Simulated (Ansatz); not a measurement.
Take Ta in the bcc (W type) structure (space group Im-3m, No. 229; a = 3.254 Å; relaxed with 0.1 eV smearing) as the base. Axes: x, y, z lie along the cube axes.

Level of theory: LDA, PAW, 420 eV (Ansatz, a program for electronic structure; no spin-orbit coupling).

Before the change:

| Item | Result |
|---|---|
| Volume per atom | 17.23 Å³ |

It is then changed as follows: compressive biaxial strain of 0.42 % in the plane normal to [111], as in epitaxy on a mismatched substrate; the out-of-plane cell vector and the atoms relax.

Question: What does the calculation give for the volume per atom after the change?

Answer: The volume per atom shrinks by 0.07 Å³, from 17.23 Å³ to 17.16 Å³.

No phonon test of stability was made. All final runs are without spin polarisation.
